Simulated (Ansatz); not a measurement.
An Ansatz (a first-principles code) run: SrGeO3 with a change (isotropic strain +3.74 %); Kohn–Sham DFT with the PBEsol functional, run in Ansatz with PAW and 420 eV plane waves, no SOC.

Input:

Ansatz 0.2 input:
```yaml
crystal:
  lattice:
    - [7.1628660896, 0, 0]
    - [-3.5814330448, 6.2032239975, 0]
    - [0, 0, 5.9341300221]
  atoms:
    - { symbol: Sr, position: [0, 0.3349757315, 0.5] }
    - { symbol: Sr, position: [0.3349757315, 0, 0.5] }
    - { symbol: Sr, position: [0.6650242685, 0.6650242685, 0.5] }
    - { symbol: Ge, position: [0.2715670645, 0.2715670645, 0] }
    - { symbol: Ge, position: [0, 0.7284329355, 0] }
    - { symbol: Ge, position: [0.7284329355, 0, 0] }
    - { symbol: O, position: [0.7519897013, 0.7519897013, 0] }
    - { symbol: O, position: [0, 0.2480102987, 0] }
    - { symbol: O, position: [0.2480102987, 0, 0] }
    - { symbol: O, position: [0.3628355209, 0.3628355209, 0.2811445852] }
    - { symbol: O, position: [0, 0.6371644791, 0.7188554148] }
    - { symbol: O, position: [0.6371644791, 0, 0.2811445852] }
    - { symbol: O, position: [0.3628355209, 0.3628355209, 0.7188554148] }
    - { symbol: O, position: [0, 0.6371644791, 0.2811445852] }
    - { symbol: O, position: [0.6371644791, 0, 0.7188554148] }
basis: { ecutwfc: 420, ecutrho_ratio: 4, xc_grid: 2, fft_grid_basis: typed }
kpoints: { mp_grid: { grid: [5, 5, 5] } }
hamiltonian:
  xc: pbesol
  dispersion: none
  pseudopotentials: { kind: paw }
scf: { occupations: { method: fermi_dirac, width: 0.05 }, convergence: { dr2_threshold: 0.0000000015 } }
relax: { f_tol: 0.005, max_steps: 50 }
output: { forces: true, stress: true }
checkpoint: { write: state.ck, write_every: 1000 }
```

Output (explanatory and most iteration lines left out):

```
Relaxation: its limit of steps is 50 (relax.max_steps)
Pseudopotential: Sr, paw, valence charge 10
Pseudopotential: Ge, paw, valence charge 14
Pseudopotential: O, paw, valence charge 6
Crystal: 15 atoms, lattice volume = 263.670 Å³
Basis set: ecut = 420 eV, 5137 PW (Γ), exchange–correlation on 96×96×80 points (8 copies of the dense FFT grid, shifted against one another)
Bands: 78, of which v1, the nominal top of the filled ones, is band 63 counted from 1 (62 counted from 0)
Symmetry: 12 space group operations
Space group: P-62m (ITA 189), of the structure as read, at distance tolerance 6.4e-5 Å
k-points: 15 of 125 (time reversal used)
Functional: x = pbesol(κ = 0.804, μ = 0.12345679012345678), c = pbesol(β = 0.046)
SCF iter   1: F=—  HF=-28294.772374 eV  |F-HF|=—  |Δ(HF+E_count)|=         —  Δρ=1.15e-2  dr2=2.90e-1  ethr=1.77e-3  ⟨swp⟩=9.4  Hψ=6057  notcnv=0  defer=31
SCF iter   2: F=—  HF=-28294.705749 eV  |F-HF|=—  |Δ(HF+E_count)|=   6.66e-2  Δρ=3.04e-3  dr2=1.95e-2  ethr=2.30e-4  ⟨swp⟩=2.7  Hψ=2080  notcnv=0  defer=138
SCF 1 converged in 10 iterations: F = -28294.702801 eV  dr2 = 1.36e-10
relax step   1: F+E_penalty+E_count = -28294.70280138 eV  Δ(F+E_penalty+E_count) = +0.000e0 eV  max|allowed force component| = 1.060e0 eV/Å  Δτ_max = 0.0000 Å  (10 SCF iters, accepted)
Crystal: 15 atoms, lattice volume = 263.670 Å³
SCF iter   1: F=—  HF=-28295.030176 eV  |F-HF|=—  |Δ(HF+E_count)|=         —  Δρ=1.69e-2  dr2=6.46e-1  ethr=5.08e-4  ⟨swp⟩=1.0  Hψ=5155  notcnv=0  defer=68
SCF iter   2: F=—  HF=-28294.866149 eV  |F-HF|=—  |Δ(HF+E_count)|=   1.64e-1  Δρ=7.72e-3  dr2=1.11e-1  ethr=5.08e-4  ⟨swp⟩=3.0  Hψ=1715  notcnv=0  defer=68
SCF 2 converged in 11 iterations: F = -28294.845567 eV  dr2 = 4.19e-10
relax step   2: F+E_penalty+E_count = -28294.84556708 eV  Δ(F+E_penalty+E_count) = -1.428e-1 eV  max|allowed force component| = 7.024e-1 eV/Å  Δτ_max = 0.1795 Å  (11 SCF iters, accepted)
Crystal: 15 atoms, lattice volume = 263.670 Å³
SCF iter   1: F=—  HF=-28295.031578 eV  |F-HF|=—  |Δ(HF+E_count)|=         —  Δρ=6.24e-3  dr2=8.35e-2  ethr=9.13e-4  ⟨swp⟩=5.7  Hψ=2675  notcnv=0  defer=135
SCF iter   2: F=—  HF=-28295.015701 eV  |F-HF|=—  |Δ(HF+E_count)|=   1.59e-2  Δρ=2.94e-3  dr2=1.66e-2  ethr=6.63e-5  ⟨swp⟩=2.6  Hψ=1769  notcnv=0  defer=135
SCF 3 converged in 11 iterations: F = -28295.012669 eV  dr2 = 1.04e-10
relax step   3: F+E_penalty+E_count = -28295.01266906 eV  Δ(F+E_penalty+E_count) = -1.671e-1 eV  max|allowed force component| = 4.028e-1 eV/Å  Δτ_max = 0.0726 Å  (11 SCF iters, accepted)
Crystal: 15 atoms, lattice volume = 263.670 Å³
SCF iter   1: F=—  HF=-28295.084029 eV  |F-HF|=—  |Δ(HF+E_count)|=         —  Δρ=6.79e-3  dr2=7.51e-2  ethr=5.18e-4  ⟨swp⟩=6.1  Hψ=2774  notcnv=0  defer=136
SCF iter   2: F=—  HF=-28295.069294 eV  |F-HF|=—  |Δ(HF+E_count)|=   1.47e-2  Δρ=2.78e-3  dr2=1.16e-2  ethr=5.96e-5  ⟨swp⟩=2.1  Hψ=1960  notcnv=0  defer=136
SCF 4 converged in 10 iterations: F = -28295.067846 eV  dr2 = 2.99e-10
relax step   4: F+E_penalty+E_count = -28295.06784636 eV  Δ(F+E_penalty+E_count) = -5.518e-2 eV  max|allowed force component| = 2.291e-1 eV/Å  Δτ_max = 0.0621 Å  (10 SCF iters, accepted)
Crystal: 15 atoms, lattice volume = 263.670 Å³
SCF iter   1: F=—  HF=-28295.080840 eV  |F-HF|=—  |Δ(HF+E_count)|=         —  Δρ=2.62e-3  dr2=1.15e-2  ethr=6.35e-5  ⟨swp⟩=4.7  Hψ=2434  notcnv=0  defer=136
SCF iter   2: F=—  HF=-28295.078504 eV  |F-HF|=—  |Δ(HF+E_count)|=   2.34e-3  Δρ=1.32e-3  dr2=2.33e-3  ethr=9.09e-6  ⟨swp⟩=2.0  Hψ=1836  notcnv=0  defer=136
SCF 5 converged in 9 iterations: F = -28295.078027 eV  dr2 = 1.06e-9
relax step   5: F+E_penalty+E_count = -28295.07802710 eV  Δ(F+E_penalty+E_count) = -1.018e-2 eV  max|allowed force component| = 1.022e-1 eV/Å  Δτ_max = 0.0213 Å  (9 SCF iters, accepted)
[...]
  atom   3  Sr     0.00006298     0.00010908    -0.00000000
  atom   4  Ge    -0.00123950    -0.00214688    -0.00000000
  atom   5  Ge    -0.00123950     0.00214688    -0.00000000
  atom   6  Ge     0.00247901    -0.00000000    -0.00000000
  atom   7  O      0.00041093     0.00071175    -0.00000000
  atom   8  O      0.00041093    -0.00071175    -0.00000000
  atom   9  O     -0.00082185    -0.00000000    -0.00000000
  atom  10  O      0.00119141     0.00206357     0.00319044
  atom  11  O      0.00119141    -0.00206357    -0.00319044
  atom  12  O     -0.00238281    -0.00000000     0.00319044
  atom  13  O      0.00119141     0.00206357    -0.00319044
  atom  14  O      0.00119141    -0.00206357     0.00319044
  atom  15  O     -0.00238281    -0.00000000    -0.00319044
--- Stress (GPa, compression-positive) ---
       -4.459903       0.000000       0.000000
        0.000000      -4.459903       0.000000
        0.000000       0.000000      -9.270060
  P = ⅓ Tr σ = -6.0633 GPa (-60.633 kbar)
--- Relaxed structure (6 steps of the walk, 6 accepted, 0 SCFs on fresh bases) ---
  atoms:
    - { symbol: Sr, position: [5.551115123125783e-17, 0.3451822429101058, 0.5] }
    - { symbol: Sr, position: [0.3451822429101057, -2.988745393842706e-19, 0.5] }
    - { symbol: Sr, position: [0.6548177570898941, 0.6548177570898941, 0.5] }
    - { symbol: Ge, position: [0.26402116966019895, 0.264021169660199, 6.478066510497935e-20] }
    - { symbol: Ge, position: [-5.551115123125783e-17, 0.7359788303398009, 6.47806651049799e-20] }
    - { symbol: Ge, position: [0.735978830339801, -2.9887453938426827e-19, -1.880273048184136e-19] }
    - { symbol: O, position: [0.7612419831001991, 0.7612419831001992, -1.228141806104978e-19] }
    - { symbol: O, position: [5.551115123125783e-17, 0.23875801689980078, -1.2281418061049721e-19] }
    - { symbol: O, position: [0.23875801689980067, -2.988745393842683e-19, 1.8716238661253818e-19] }
    - { symbol: O, position: [0.35787451755766136, 0.35787451755766136, 0.2728324528045327] }
    - { symbol: O, position: [5.551115123125783e-17, 0.6421254824423386, 0.7271675471954676] }
    - { symbol: O, position: [0.6421254824423385, -2.988745393842681e-19, 0.2728324528045327] }
    - { symbol: O, position: [0.35787451755766136, 0.35787451755766136, 0.7271675471954676] }
    - { symbol: O, position: [5.551115123125783e-17, 0.6421254824423386, 0.27283245280453267] }
    - { symbol: O, position: [0.6421254824423385, -2.988745393842677e-19, 0.7271675471954676] }
```

Stability against distortions was not tested. The cell was made from SrGeO₃ (space group P-62m, No. 189; a cell from a computed database, its experimental status unchecked) by this change: isotropic strain +3.74 %.
